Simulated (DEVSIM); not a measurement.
Structure: illuminated Si p-on-n cell, one wavelength, with a back-surface field, at 300 K.

Layer 1 from the left is Si, thickness (μm) 0.590, Na (cm⁻³) 7.2e18, τn (s) 6.1e-5, τp (s) 1.9e-5, absorption coefficient (cm⁻¹) 4800. Layer 2 from the left is Si, thickness (μm) 68.0, Nd (cm⁻³) 4.9e16, τn (s) 0.00016, τp (s) 0.00016, absorption coefficient (cm⁻¹) 4800. Layer 3 from the left is Si, thickness (μm) 0.100, Nd (cm⁻³) 1e18, τn (s) 0.00016, τp (s) 0.00016, absorption coefficient (cm⁻¹) 4800.

Left contact: ohmic, minority electron recombination velocity 90 cm/s. Right contact: ohmic, minority hole recombination velocity 60 cm/s. Voltage is applied to the left contact. Recombination: SRH at mid-gap, radiative, Auger. Gap narrowing is on: ΔEg = 6.92 meV × (l + √(l² + 0.5)), l = ln(N/1.3e17 cm⁻³), shared equally by both band edges. Light enters at the left, 2.5e17 photons cm⁻² s⁻¹, one pass, no reflection. Mobility is constant in doping.

Constants are typed, rounded textbook-type inputs, not results; the design itself was drawn at random and stands for no fabricated device. Values at 300 K.

Si: gap (eV) 1.124, affinity (eV) 4.05, permittivity 11.7, Nc (cm⁻³) 2.86e19, Nv (cm⁻³) 3.1e19, μn (cm²/Vs) 1417, μp (cm²/Vs) 470, B (cm³/s) 4.7e-15, Cn (cm⁶/s) 2.8e-31, Cp (cm⁶/s) 9.9e-32.

Model (solved in DEVSIM): 1D drift-diffusion, Boltzmann statistics, complete ionisation; no tunnelling, impact ionisation, image-force lowering or self-heating.

Q: What does the simulation give for the open-circuit voltage, the dark forward voltage at 100 A/cm², the short-circuit current?

A: open-circuit voltage 0.722 V; dark forward voltage at 100 A/cm² 0.921 V; short-circuit current 40.0 mA/cm².
